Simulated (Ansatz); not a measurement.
Electronic density of states of amorphous Hf18O37Ca, density 8.78 g/cm³, on a 2×2×2 Γ-centred mesh with a Gaussian width of 0.1 eV; energies count from the Fermi level, whose place inside the gap is arbitrary. Cell and mesh are small, so fine structure isn't converged. All values below come from PBE, scalar-relativistic without spin-orbit coupling (plane waves to 420 eV, PAW; Ansatz, a program for electronic structure). Sampling: a 2×2×2 Γ-centred mesh; Fermi-Dirac width 0.02 eV; no spin polarisation. At PBE the levels at the filled edge of the gap are localised (band-tail or defect states).

It comes from a melt-quench run on a machine-learned potential (CHGNet), relaxed afterwards by DFT. O atoms were pushed apart under 1.9 Å during the dynamics, to hinder bonds among them. The hot cell started wider than the set density and was brought back towards it in steps. It is the lowest in DFT energy of 2 quenches. It is a model cell: composition and starting density were chosen by hand, and all elements were melted together. No dispersion term was used. Its density started from a set value of 8.78 and ended at 8.78 g/cm³. Cooling (nominally 300 K/ps over its main leg) ran many orders faster than in experiment, which tends to leave more defects and strain. A cell of this size samples the disorder only roughly. The volume was held where the preparation left it and the shape relaxed, at a PBE pressure of -0.5 GPa (tension). Stress components on the final sampling reach 0.6 GPa.

```csv
E - EF (eV),states/(eV atom)
-12.00,3.78
-11.90,0.91
-11.80,0.06
-11.70,0.00
-11.60,0.00
-11.50,0.00
-11.40,0.00
-11.30,0.00
-11.20,0.00
-11.10,0.00
-11.00,0.00
-10.90,0.00
-10.80,0.00
-10.70,0.00
-10.60,0.00
-10.50,0.00
-10.40,0.00
-10.30,0.00
-10.20,0.00
-10.10,0.00
-10.00,0.00
-9.90,0.00
-9.80,0.00
-9.70,0.00
-9.60,0.00
-9.50,0.00
-9.40,0.00
-9.30,0.00
-9.20,0.00
-9.10,0.00
-9.00,0.00
-8.90,0.00
-8.80,0.00
-8.70,0.00
-8.60,0.00
-8.50,0.00
-8.40,0.00
-8.30,0.00
-8.20,0.00
-8.10,0.00
-8.00,0.00
-7.90,0.00
-7.80,0.00
-7.70,0.00
-7.60,0.00
-7.50,0.00
-7.40,0.00
-7.30,0.00
-7.20,0.00
-7.10,0.01
-7.00,0.11
-6.90,0.27
-6.80,0.39
-6.70,0.48
-6.60,0.54
-6.50,0.64
-6.40,0.60
-6.30,0.59
-6.20,0.69
-6.10,0.80
-6.00,0.88
-5.90,0.86
-5.80,0.89
-5.70,0.91
-5.60,0.86
-5.50,0.85
-5.40,0.86
-5.30,0.85
-5.20,0.82
-5.10,0.81
-5.00,0.78
-4.90,0.84
-4.80,0.85
-4.70,0.81
-4.60,0.78
-4.50,0.77
-4.40,0.78
-4.30,0.82
-4.20,0.81
-4.10,0.92
-4.00,0.95
-3.90,0.87
-3.80,0.81
-3.70,0.79
-3.60,0.95
-3.50,1.00
-3.40,0.97
-3.30,1.07
-3.20,1.07
-3.10,0.99
-3.00,0.99
-2.90,1.03
-2.80,0.98
-2.70,0.90
-2.60,0.85
-2.50,0.76
-2.40,0.66
-2.30,0.59
-2.20,0.50
-2.10,0.50
-2.00,0.39
-1.90,0.11
-1.80,0.01
-1.70,0.00
-1.60,0.00
-1.50,0.00
-1.40,0.00
-1.30,0.00
-1.20,0.00
-1.10,0.00
-1.00,0.00
-0.90,0.00
-0.80,0.00
-0.70,0.00
-0.60,0.00
-0.50,0.00
-0.40,0.00
-0.30,0.00
-0.20,0.00
-0.10,0.00
0.00,0.00
0.10,0.00
0.20,0.00
0.30,0.00
0.40,0.00
0.50,0.00
0.60,0.00
0.70,0.00
0.80,0.00
0.90,0.00
1.00,0.00
1.10,0.00
1.20,0.00
1.30,0.00
1.40,0.00
1.50,0.00
1.60,0.00
1.70,0.00
1.80,0.01
1.90,0.08
2.00,0.20
2.10,0.20
2.20,0.22
2.30,0.24
2.40,0.34
2.50,0.48
2.60,0.49
2.70,0.47
2.80,0.55
2.90,0.62
3.00,0.64
3.10,0.60
3.20,0.59
3.30,0.66
3.40,0.73
3.50,0.78
3.60,0.80
3.70,0.71
3.80,0.73
3.90,0.77
4.00,0.76
4.10,0.78
4.20,0.74
4.30,0.71
4.40,0.69
4.50,0.71
4.60,0.70
4.70,0.64
4.80,0.69
4.90,0.60
5.00,0.56
```

The level gap on this mesh is 3.93 eV; the broadening fills part of it in the curve.
